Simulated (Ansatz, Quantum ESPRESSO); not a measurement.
A Quantum ESPRESSO input for a self-consistent single point of MgO (Fm-3m, 2 atoms in the cell) (DFT, PBE, plane waves, SSSP 1.1.2 efficiency (PBE) pseudopotentials):

```fortran
&control
    calculation = 'scf'
    outdir = './tmp'
    pseudo_dir = './'
    tprnfor = .true.
    tstress = .true.
/
&system
    ibrav = 2
    celldm(1) = 7.7966320450
    nat = 2
    ntyp = 2
    ecutwfc = 55
    ecutrho = 440
    occupations = 'smearing'
    smearing = 'fermi-dirac'
    degauss = 0.000734986
/
&electrons
    conv_thr = 1.0d-9
    mixing_beta = 0.4
/
ATOMIC_SPECIES
Mg    24.3050  Mg.pbe-n-kjpaw_psl.0.3.0.UPF
O     15.9990  O.pbe-n-kjpaw_psl.0.1.UPF
ATOMIC_POSITIONS crystal
Mg    0.0000000000    0.0000000000    0.0000000000
O     0.5000000000    0.5000000000    0.5000000000
K_POINTS automatic
7 7 7  0 0 0
```

Question: Write the same calculation as an input for Ansatz (a program for electronic structure).

Answer: One input that does it (others would too):

Ansatz 0.2 input:
```yaml
# MgO
crystal:
  lattice:
    - [0.000000, 2.062900, 2.062900]
    - [2.062900, 0.000000, 2.062900]
    - [2.062900, 2.062900, 0.000000]
  atoms:
    - { symbol: Mg, position: [0.000000, 0.000000, 0.000000] }
    - { symbol: O, position: [0.500000, 0.500000, 0.500000] }
kpoints:
  mp_grid: { grid: [7, 7, 7] }
hamiltonian:
  xc: pbe
  pseudopotentials: { kind: paw }
scf:
  occupations: { method: fermi_dirac, width: 0.01 }
output:
  forces: true
  eigenvalues: true
  stress: true
```

Basis, cutoffs, solver keys and any potentials are the target program's own. This input uses DFT, PBE, plane waves, default PAW files. Both were run: pressure 16.11 GPa in Quantum ESPRESSO and 15.86 in Ansatz; gap on the mesh 5.350 eV in Quantum ESPRESSO and 5.369 in Ansatz. Ansatz's pressure is the one without its finite-basis correction.

On Quantum ESPRESSO: the starting cell has typed, rounded lattice constants, without a prior relaxation at this level. For this run, on top of that: lattice scaled by 0.98. With a pressure of about 16 GPa the cell is away from its equilibrium volume at this level.

On Ansatz: the starting cell has typed, rounded lattice constants, without a prior relaxation at this level. For this run, on top of that: lattice scaled by 0.98. With a pressure of about 16 GPa the cell is away from its equilibrium volume at this level.
